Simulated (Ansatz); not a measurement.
System: B20 (FeSi-type) MnGe. Method: LDA (plane waves, PAW; Ansatz, a program for electronic structure).

Run with plane-wave cutoff 520 eV, 12×12×12 k mesh, Fermi–Dirac smearing 0.05 eV, spin-polarised start, scalar-relativistic PAW data made under PBE.

Pressure at four volumes; x = ln(V/12.099 Å³). One pressure is withheld.

```json
[
 {"V (Å³/atom)": "11.615", "x": "-0.0408", "P (GPa)": "?"},
 {"V (Å³/atom)": "11.857", "x": "-0.0202", "P (GPa)": "4.19"},
 {"V (Å³/atom)": "12.099", "x": "0.0000", "P (GPa)": "-0.01"},
 {"V (Å³/atom)": "12.583", "x": "0.0392", "P (GPa)": "-7.04"}
]
```

Question: Pass a parabola P(x) through the three rows shown, estimate the bulk modulus and its pressure derivative near zero pressure, and predict the withheld pressure.

Answer: Slopes between the rows: (-0.01 − (4.19))/(0.0000 − (-0.0202)) = -207.92 and (-7.04 − (-0.01))/(0.0392 − (0.0000)) = -179.34 GPa. Their difference over the span 0.0594 is c = 28.58/0.0594 = 481.1 GPa, so P(x) = 4.19 + (-207.92)(x − (-0.0202)) + 481.1 (x − (-0.0202))(x − (0.0000)). At the middle row B = −dP/dx = −[-207.92 + 481.1 × 0.0202] = 198.2 GPa, and B′ = dB/dP = 2c/B = 4.9. At x = -0.0408 the parabola gives 8.88 GPa; the run gives 8.87 GPa. The Birch–Murnaghan fit to the energies at all volumes has B0 = 198 GPa and B′ = 4.7.

Note: the magnetic order was assumed, not searched for or taken from measurement; the relaxation could not lower the start's symmetry, so the cell can be a saddle point above a distorted one.
